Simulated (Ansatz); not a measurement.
# InSb, pressure series

The parent structure is InSb in the rock salt structure (space group Fm-3m, No. 225; a = 6.035 Å; a model cell, its experimental status unchecked).

Cell and atoms are relaxed at each pressure.

Calculations: PBEsol, PAW, 420 eV (Ansatz, a first-principles code; without spin-orbit coupling).

```csv
P (GPa),V (Å³/atom)
-2.02,28.573
-1.02,27.995
1.80,26.662
4.21,25.767
9.00,24.386
18.00,22.566
30.00,20.918
45.01,19.475
60.01,18.406
```

### Question
Fit a third-order Birch–Murnaghan equation of state.

### Answer
Least squares on P(V) = (3B₀/2)[(V₀/V)^(7/3) − (V₀/V)^(5/3)]·[1 + (3/4)(B₀′ − 4)((V₀/V)^(2/3) − 1)] gives V₀ = 27.47 Å³/atom, B₀ = 57 GPa and B₀′ = 4.8.

Load acts through the strain it causes; cell and atoms are relaxed under it. Whether these cells are dynamically stable was not tested. No other phases were tried under pressure. All final runs are without spin polarisation. This is not the structure that InSb has at room temperature and ambient pressure.
